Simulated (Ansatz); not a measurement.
The starting structures come from a database of crystals and need not be the phases stable at ambient conditions.

Input:

```yaml
crystal:
  lattice:
    - [5.13834, 0.00000, 0.00000]
    - [-2.56917, 4.44993, 0.00000]
    - [0.00000, 0.00000, 5.19454]
  atoms:
    - { symbol: K, position: [0.33333, 0.66667, 0.77824] }
    - { symbol: K, position: [0.66667, 0.33333, 0.22176] }
    - { symbol: Pt, position: [0.00000, 0.00000, 0.50000] }
    - { symbol: C, position: [0.00000, 0.00000, 0.87789] }
    - { symbol: C, position: [0.00000, 0.00000, 0.12211] }
```

Space group of this cell: P-3m1. The cell is taken as given.

Transport runs along the normal of the first two printed cell vectors, the (001) plane of the conventional cell.

No gap correction and no spin-orbit coupling; mid-gap values are interpolated between computed energies.

Predict the band gap and the smallest decay constant κ at mid-gap from PBEsol in Ansatz (a program for electronic structure).

Gap 0.88 eV on a 12×12×6 mesh; κ = 0.079 1/Å, at (0.500, 0.000) of the in-plane reciprocal vectors. At the zone centre, at the nearest computed energy, the slowest state has κ = 0.12 1/Å.
